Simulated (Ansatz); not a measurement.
BaAl4 (I4/mmm, No. 139) was calculated with PBEsol-D3(BJ) (plane waves, PAW; Ansatz, a first-principles code).

Run with plane-wave cutoff 520 eV, 18×18×18 k mesh, Fermi–Dirac smearing 0.05 eV, scalar-relativistic PAW data made under PBE.

Equation-of-state points:

```json
[
 {"V (Å³/atom)": "21.136", "E − E_lowest (meV/atom)": "7.03"},
 {"V (Å³/atom)": "21.576", "E − E_lowest (meV/atom)": "1.70"},
 {"V (Å³/atom)": "22.016", "E − E_lowest (meV/atom)": "0.00"},
 {"V (Å³/atom)": "22.457", "E − E_lowest (meV/atom)": "1.59"},
 {"V (Å³/atom)": "22.897", "E − E_lowest (meV/atom)": "6.14"}
]
```

**Question.** Estimate the bulk modulus and its pressure derivative from these points.

**Answer.** V0 = 22.016 Å³/atom, B0 = 59.7 GPa, B′ = 4.0 (fit to the energies at full precision).

Shape and atoms are relaxed at each volume.

Note: the bulk modulus comes from volumes at which shape and atoms were relaxed.

Spin–orbit coupling is not included.

Cost on a shared machine: roughly 24 core-minutes.
